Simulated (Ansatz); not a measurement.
For TiAu (P4/nmm), PBEsol, DFPT electron-phonon coupling, linearised Boltzmann equation (Ansatz, a program for electronic structure) gives a transport coupling λ_tr = 0.245 and a Drude plasma energy ħω_p = 3.03 eV along z (a = (3.31, 0.00, 0.00) Å; b = (0.00, 3.31, 0.00) Å; c = (0.00, 0.00, 6.01) Å).

Problem. Estimate the resistivity at 300 K from the high-temperature formula ρ = 2π λ_tr k_B T / (ħ ε₀ ω_p²), and say how the full Boltzmann solution compares.

Solution. The scattering rate is 1/τ = 2π λ_tr k_B T/ħ = 6.05e13 s⁻¹ and ω_p = 4.60e15 s⁻¹, so ρ ≈ 32.2 μΩ·cm. The Boltzmann solution gives 29.9 μΩ·cm, 0.93 times the estimate.

A metal at this level (no band gap). Only scattering by harmonic phonons is included (no impurities, grain boundaries, electron-electron scattering or thermal expansion). Spin-orbit coupling is left out, which matters with elements this heavy. Halving the electron mesh (24x24x16) moves the resistivity by up to 4 % at 300 K, the coupling by up to 4 %. Smearing 0.20 eV; phonons on a 4x4x3 q mesh, which this run doesn't test.

Computed structure with no diffraction record at hand here (it may be known, metastable or hypothetical): TiAu (P4/nmm).
